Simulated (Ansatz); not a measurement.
An Ansatz (an electronic-structure program) run: Ge with a change (uniaxial strain ε_xx = +4.94 %); PBEsol in Ansatz (plane waves to 420 eV, PAW, no spin-orbit coupling).

Input:

Ansatz 0.2 input:
```yaml
crystal:
  lattice:
    - [0, 2.8380776302, 2.8380776302]
    - [2.9782786651, 0, 2.8380776302]
    - [2.9782786651, 2.8380776302, 0]
  atoms:
    - { symbol: Ge, position: [0.5, 0.5, 0.5] }
    - { symbol: Ge, position: [0.75, 0.75, 0.75] }
basis: { ecutwfc: 420, ecutrho_ratio: 4, xc_grid: 2, fft_grid_basis: typed }
kpoints: { mp_grid: { grid: [14, 14, 14] } }
hamiltonian:
  xc: pbesol
  dispersion: none
  pseudopotentials: { kind: paw }
scf: { occupations: { method: fermi_dirac, width: 0.05 }, convergence: { dr2_threshold: 0.0000000002 } }
relax: { f_tol: 0.005, max_steps: 50 }
output: { forces: true, stress: true }
checkpoint: { write: state.ck, write_every: 1000 }
```

Output:

```
Relaxation: its limit of steps is 50 (relax.max_steps)
WARN ansatz: RAYON_NUM_THREADS=2 ignored (pool sized by the plan → 2); use --threads N
Pseudopotentials: kind: paw
Pseudopotential: Ge, paw, valence charge 14
Functional definition: PBEsol
Crystal: 2 atoms, lattice volume = 47.978 Å³
Basis set: ecut = 420 eV, 909 PW (Γ), exchange–correlation on 54×60×60 points (8 copies of the dense FFT grid, shifted against one another)
Bands: 18, of which v1, the nominal top of the filled ones, is band 14 counted from 1 (13 counted from 0)
Symmetry: 16 space group operations
Space group: I41/amd (ITA 141), of the structure as read, at distance tolerance 3.6e-5 Å
k-points: 244 of 2744
PAW frozen core: Ge, regenerated for the run's functional, and the local potential with it
Initial density: superposition of atomic densities (neutral atoms: chi_scale 0, normalization atom), corrected by the library's trained network
Initial wavefunctions: pseudopotential atomic-orbital guess
Eigensolver: davidson
Functional: x = pbesol(κ = 0.804, μ = 0.12345679012345678), c = pbesol(β = 0.046)
SCF iter   1: F=—  HF=-8506.957862 eV  |F-HF|=—  |Δ(HF+E_count)|=         —  Δρ=2.81e-3  dr2=4.87e-3  ethr=1.77e-3  ⟨swp⟩=6.0  Hψ=21017  notcnv=0
all-band conjugate gradients solve this SCF's bands
preconditioner: auto → Kerker (q_TF=auto, 2.494 Å⁻¹)
SCF iter   2: F=—  HF=-8506.956568 eV  |F-HF|=—  |Δ(HF+E_count)|=   1.29e-3  Δρ=1.98e-3  dr2=2.67e-3  ethr=1.74e-5  ⟨swp⟩=1.0  Hψ=6357  notcnv=0
SCF iter   3: F=—  HF=-8506.956571 eV  |F-HF|=—  |Δ(HF+E_count)|=   2.99e-6  Δρ=9.07e-4  dr2=2.68e-4  ethr=9.52e-6  ⟨swp⟩=2.0  Hψ=7808  notcnv=0
SCF iter   4: F=—  HF=-8506.956575 eV  |F-HF|=—  |Δ(HF+E_count)|=   4.10e-6  Δρ=4.42e-4  dr2=1.49e-4  ethr=9.58e-7  ⟨swp⟩=2.0  Hψ=7808  notcnv=0
SCF iter   5: F=—  HF=-8506.956503 eV  |F-HF|=—  |Δ(HF+E_count)|=   7.20e-5  Δρ=2.15e-4  dr2=1.68e-5  ethr=5.32e-7  ⟨swp⟩=2.0  Hψ=7809  notcnv=0
SCF iter   6: F=—  HF=-8506.956523 eV  |F-HF|=—  |Δ(HF+E_count)|=   2.00e-5  Δρ=5.50e-5  dr2=5.07e-7  ethr=5.99e-8  ⟨swp⟩=2.9  Hψ=7581  notcnv=0
SCF iter   7: F=—  HF=-8506.956524 eV  |F-HF|=—  |Δ(HF+E_count)|=   7.50e-7  Δρ=2.00e-5  dr2=7.29e-8  ethr=1.81e-9  ⟨swp⟩=2.0  Hψ=7765  notcnv=0
SCF iter   8: F=—  HF=-8506.956524 eV  |F-HF|=—  |Δ(HF+E_count)|=   6.72e-8  Δρ=4.91e-6  dr2=4.61e-9  ethr=2.60e-10  ⟨swp⟩=2.0  Hψ=7667  notcnv=0
SCF iter   9: F=-8506.956524 eV  HF=-8506.956524 eV  |F-HF|=1.09e-11  |Δ(HF+E_count)|=   4.53e-9  Δρ=1.04e-7  dr2=3.58e-12  ethr=1.00e-12  ⟨swp⟩=3.0  Hψ=19486  notcnv=0
SCF 1 converged in 9 iterations: F = -8506.956524 eV  dr2 = 3.58e-12
relax step   1: F+E_penalty+E_count = -8506.95652369 eV  Δ(F+E_penalty+E_count) = +0.000e0 eV  max|allowed force component| = 5.551e-17 eV/Å  Δτ_max = 0.0000 Å  (9 SCF iters, accepted)
the relaxation is at rest under the 16 symmetry operations that the run kept from its start: a minimum is not shown …
SCF converged after 9 iterations
Free energy (F): -8506.956524 eV
Harris-Foulkes:  -8506.956524 eV  (|F-HF|=1.09e-11)
Internal energy: -8506.955686 eV  (E = F + TS)
E sigma→0 (E₀):  -8506.956105 eV
Entropy (-TS):   -0.000838 eV (-0.419 meV/atom)
Fermi energy:    7.684065 eV
--- Per-component energies (eV) ---
  E_band       = -320.696239
  E_kinetic    = 221.638040
  E_local      = -5024.858928  (includes V_loc(G=0)·N_el)
  E_nonlocal   = 839.407271
  E_hartree    = 2198.525652
  E_xc         = -149.222465
  E_vxc        = -128.509732  (∫ρ·V_xc dr)
  E_paw        = -3957.599236  (= ΣΔE_a)
  E_vpaw       = -625.424840  (= ΣTr[D̂ρ^β])
  E_aug_tail   = 0.000650  (compensation charges beyond the density's cutoff)
  E_ewald      = -2636.682543
  E_core_change = 1.835872  (= ΣΔE_core)
  E_smearing   = -0.000838  (= −TS)
  E_closure    = -0.000000  (closes the sum)
  Σ components = -8506.956524   (vs F -8506.956524, Δ=0.00e0)
  [band-id]    e_kinetic+e_local+e_nonlocal+2·e_hartree+e_vxc+e_vpaw+e_augmentation_tail = -320.696235   (vs E_band -320.696239, Δ=4.49e-6)
--- Forces (eV/Å), atoms counted from 1 ---
  atom   1  Ge     0.00000000     0.00000000     0.00000000
  atom   2  Ge    -0.00000000     0.00000000    -0.00000000
  max |Σ_I F_I| component: 1.39e-17 eV/Å
--- Stress (GPa, compression-positive) ---
       -5.148587       0.000000       0.000000
        0.000000      -1.720268      -0.000000
        0.000000       0.000000      -1.720268
  P = ⅓ Tr σ = -2.8630 GPa (-28.630 kbar)
  The stress holds the Pulay correction. Without it, at fixed plane waves, as pw.x and ABINIT print it: P = -2.8855 GPa
  The stress includes an estimate of the error left by incomplete SCF convergence (largest component -0.0000 GPa).
--- Band table ---
  band table: none
--- Relaxed structure (1 steps of the walk, 1 accepted, 0 SCFs on fresh bases) ---
  F+E_penalty+E_count = -8506.95652369 eV   max|allowed force component| = 5.551e-17 eV/Å
  atoms:
    - { symbol: Ge, position: [0.5, 0.5, 0.5] }
    - { symbol: Ge, position: [0.7499999999999998, 0.75, 0.7500000000000001] }
```

Stability against distortions was not tested. The cell was made from Ge in the diamond structure (space group Fd-3m, No. 227) by this change: uniaxial strain ε_xx = +4.94 %.
